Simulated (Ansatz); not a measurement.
## rock-salt TaC (1 1 1) on cubic SrTiO3 (1 1 1) (film strained to the substrate, started from cuts of the bulks and a machine-learned relaxation; slabs Sr5Ti6O15 and C12Ta12, which can lie off the formulas)

A periodic stack without vacuum, rock-salt TaC (1 1 1) on cubic SrTiO3 (1 1 1) (film strained to the substrate, started from cuts of the bulks and a machine-learned relaxation; slabs Sr5Ti6O15 and C12Ta12, which can lie off the formulas): substrate slab Sr5Ti6O15, film C12Ta12, surface cells [[-1, 1], [-1, 0]] and [[-2, 1], [-1, -1]], film strained by +1.6 and +1.6 %, outermost planes Ti/Ti and C/Ta as cut, which need not be the usual terminations and can put a slab off its formula.

The start was prepared with a machine-learned potential, and the result is one local minimum, with the in-plane cell held and forces under 0.04 eV/Å; the film can end far from its bulk form.

Level of theory: PBE (plane waves to 420 eV, PAW; Ansatz, an electronic-structure program). No spin–orbit coupling; the runs are not spin-polarised; PBE gaps are too small against experiment. Its k-point mesh 6×6×1, Fermi–Dirac width 0.05 eV.

* **interface area**: 26.8 Å²
* **period**: 23.83 Å
* **heights between the nearest atoms of the two slabs at the two interfaces**: 1.24 and 2.56 Å
* **Sr–Ta contacts across the interfaces within 1.22 times the sum of covalent radii**: 6, mean 3.91 Å
* **Ta–Ti contacts across the interfaces within 1.22 times the sum of covalent radii**: 6, mean 3.10 Å
* **C–Sr contacts across the interfaces within 1.22 times the sum of covalent radii**: 3, mean 2.92 Å
* **C–Ti contacts across the interfaces within 1.22 times the sum of covalent radii**: 3, mean 2.15 Å

```yaml
crystal:
  lattice:
    - [5.56646, -0.00114, 0.12512]
    - [2.78253, 4.82020, 0.17691]
    - [-0.59777, -0.60886, 23.81046]
  atoms:
    - { symbol: Sr, position: [0.64556, 0.80959, 0.09713] }
    - { symbol: Ti, position: [0.31242, 0.47615, 0.05457] }
    - { symbol: O, position: [0.19452, 0.26215, 0.08615] }
    - { symbol: O, position: [0.09255, 0.81562, 0.08289] }
    - { symbol: O, position: [0.64777, 0.36081, 0.08463] }
    - { symbol: Sr, position: [0.31213, 0.47441, 0.19604] }
    - { symbol: Ti, position: [0.97867, 0.14228, 0.14268] }
    - { symbol: O, position: [0.77677, 0.01124, 0.18135] }
    - { symbol: O, position: [0.84928, 0.47208, 0.18244] }
    - { symbol: O, position: [0.31020, 0.93723, 0.18170] }
    - { symbol: Sr, position: [0.97882, 0.14208, 0.29080] }
    - { symbol: Ti, position: [0.64550, 0.80807, 0.24091] }
    - { symbol: O, position: [0.51159, 0.61165, 0.27975] }
    - { symbol: O, position: [0.44744, 0.14141, 0.27924] }
    - { symbol: O, position: [0.97733, 0.67581, 0.27954] }
    - { symbol: Sr, position: [0.64593, 0.80905, 0.38563] }
    - { symbol: Ti, position: [0.31236, 0.47563, 0.33948] }
    - { symbol: O, position: [0.11332, 0.34166, 0.37675] }
    - { symbol: O, position: [0.17856, 0.80918, 0.37695] }
    - { symbol: O, position: [0.64610, 0.27607, 0.37684] }
    - { symbol: Sr, position: [0.31320, 0.47607, 0.48672] }
    - { symbol: Ti, position: [0.97959, 0.14237, 0.43717] }
    - { symbol: O, position: [0.85074, 0.93154, 0.47220] }
    - { symbol: O, position: [0.76836, 0.48362, 0.47215] }
    - { symbol: O, position: [0.32048, 0.01387, 0.47217] }
    - { symbol: Ti, position: [0.64661, 0.80963, 0.52813] }
    - { symbol: C, position: [0.96472, 0.49739, 0.58039] }
    - { symbol: C, position: [0.64226, 0.12744, 0.58039] }
    - { symbol: C, position: [0.33463, 0.80507, 0.58032] }
    - { symbol: C, position: [0.98114, 0.14406, 0.68316] }
    - { symbol: C, position: [0.64759, 0.81084, 0.68579] }
    - { symbol: C, position: [0.31436, 0.47758, 0.68291] }
    - { symbol: C, position: [0.98197, 0.81266, 0.79061] }
    - { symbol: C, position: [0.64928, 0.47704, 0.79059] }
    - { symbol: C, position: [0.31358, 0.14560, 0.79058] }
    - { symbol: C, position: [0.98365, 0.48309, 0.89954] }
    - { symbol: C, position: [0.64419, 0.14755, 0.89961] }
    - { symbol: C, position: [0.31874, 0.80732, 0.89961] }
    - { symbol: Ta, position: [0.99749, 0.81154, 0.62579] }
    - { symbol: Ta, position: [0.64861, 0.45933, 0.62591] }
    - { symbol: Ta, position: [0.29644, 0.16012, 0.62591] }
    - { symbol: Ta, position: [0.98218, 0.47740, 0.73574] }
    - { symbol: Ta, position: [0.64800, 0.14506, 0.73575] }
    - { symbol: Ta, position: [0.31400, 0.81123, 0.73577] }
    - { symbol: Ta, position: [0.98186, 0.14558, 0.84534] }
    - { symbol: Ta, position: [0.64874, 0.81227, 0.84380] }
    - { symbol: Ta, position: [0.31498, 0.47923, 0.84478] }
    - { symbol: Ta, position: [0.98194, 0.81287, 0.94699] }
    - { symbol: Ta, position: [0.64944, 0.47996, 0.94673] }
    - { symbol: Ta, position: [0.31615, 0.14603, 0.94655] }
```
